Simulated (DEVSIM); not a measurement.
Device: Si p-i-n diode, at 300 K.

Layer 1 from the left is Si, thickness (μm) 0.850, Na (cm⁻³) 4.3e17, τn (s) 3.7e-7, τp (s) 3.7e-7. Layer 2 from the left is Si, thickness (μm) 0.660, Nd (cm⁻³) 2.8e13, τn (s) 3.7e-7, τp (s) 3.7e-7. Layer 3 from the left is Si, thickness (μm) 1.70, Nd (cm⁻³) 7.7e18, τn (s) 3.7e-7, τp (s) 3.7e-7.

Left contact: ohmic. Right contact: ohmic. Voltage is applied to the left contact. Recombination: SRH at mid-gap. Mobility is μmin + (μ − μmin)/(1 + (N/Nref)^α).

Constants are typed, rounded textbook-type inputs, not results; the design itself was drawn at random and stands for no fabricated device. Values at 300 K.

Si: gap (eV) 1.124, affinity (eV) 4.05, permittivity 11.7, Nc (cm⁻³) 2.86e19, Nv (cm⁻³) 3.1e19, μn (cm²/Vs) 1417, μp (cm²/Vs) 470, μn,min 52, μp,min 45, Nref,n 9.7e16, Nref,p 2.2e17, αn 0.68, αp 0.72.

DEVSIM, 1D drift-diffusion, Boltzmann statistics, complete ionisation; no tunnelling, impact ionisation, image-force lowering or self-heating.

Q: What does the simulation give for the dark forward voltage at 100 A/cm², the potential step across the device at zero bias, the dark forward voltage at 1 A/cm²?

A: dark forward voltage at 100 A/cm² 0.790 V; potential step across the device at zero bias 0.979 V; dark forward voltage at 1 A/cm² 0.669 V.
